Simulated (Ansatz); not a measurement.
CdS: response to strain

Consider CdS in the zinc blende structure (space group F-43m, No. 216).

```yaml
crystal:
  lattice:
    - [0.00000, 2.87831, 2.87831]
    - [2.87831, 0.00000, 2.87831]
    - [2.87831, 2.87831, 0.00000]
  atoms:
    - { symbol: Cd, position: [0.00000, 0.00000, 0.00000] }
    - { symbol: S, position: [0.25000, 0.25000, 0.25000] }
```

Cartesian axes are those of the cell as printed.

Strains are applied to the cell and any free atomic positions relax; under biaxial strain the out-of-plane vector relaxes too.

All numbers come from DFT with LDA, PAW potentials and a 420 eV plane-wave cutoff in Ansatz (a quantum-chemistry and plane-wave program), without spin-orbit coupling.

Candidates:
(a) biaxial strain −2.00 %, plane normal [001], relaxed out of plane
(b) biaxial strain +0.50 %, plane normal [001], relaxed out of plane
(c) biaxial strain −0.50 %, plane normal [001], relaxed out of plane
(d) biaxial strain −2.50 %, plane normal [001], relaxed out of plane
(e) biaxial strain +3.00 %, plane normal [001], relaxed out of plane

Order them by out-of-plane strain, lowest first.

(e) biaxial strain +3.00 %, plane normal [001], relaxed out of plane (-4.66 %), (b) biaxial strain +0.50 %, plane normal [001], relaxed out of plane (-0.76 %), (c) biaxial strain −0.50 %, plane normal [001], relaxed out of plane (+0.74 %), (a) biaxial strain −2.00 %, plane normal [001], relaxed out of plane (+2.93 %), (d) biaxial strain −2.50 %, plane normal [001], relaxed out of plane (+3.65 %)

Whether these cells are dynamically stable was not tested.
